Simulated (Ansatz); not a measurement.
System: CsCl-type AuZn (cubic form, which distorts at low temperature). Method: rVV10 (Ansatz, an electronic-structure program, plane waves, PAW).

Settings: plane-wave cutoff 520 eV, 18×18×18 k mesh, Fermi–Dirac smearing 0.05 eV, scalar-relativistic PAW data made under PBE.

Energies at three volumes about the minimum:

| V (Å³/atom) | E − E_lowest (meV/atom) |
|---|---|
| 16.231 | 2.52 |
| 16.562 | 0.00 |
| 16.894 | 2.09 |

Problem. Fit a parabola by hand: where is the minimum, what lattice constant follows, and what is the bulk modulus?

Solution. Slopes: (0.00 − 2.52)/(16.562 − 16.231) = -7.613 and (2.09 − 0.00)/(16.894 − 16.562) = 6.295 meV/Å³. Curvature E″ = 2 × (6.295 − (-7.613))/(16.894 − 16.231) = 41.955 meV/Å⁶. From the middle of the first interval, the slope vanishes at V0 = 16.3965 − (-7.613)/41.955 = 16.578 Å³/atom. B = V0 E″ = 16.578 × 41.955 meV/Å³ × 0.1602 GPa per meV/Å³ = 111 GPa. With 2 atoms in the cube, a = (2 × 16.578)^(1/3) = 3.213 Å. The full Birch–Murnaghan fit to all volumes gives V0 = 16.570 Å³/atom and B0 = 111 GPa.

Measured, for comparison: bulk modulus 131 GPa (temperature not stated, no zero-point or thermal correction; as tabulated in Nepal et al. (2020), arXiv:2007.11150). Computed (rounded) less measured: bulk modulus -15 %.

Note: symmetry holds this phase in the static calculation, where it need not be a minimum.
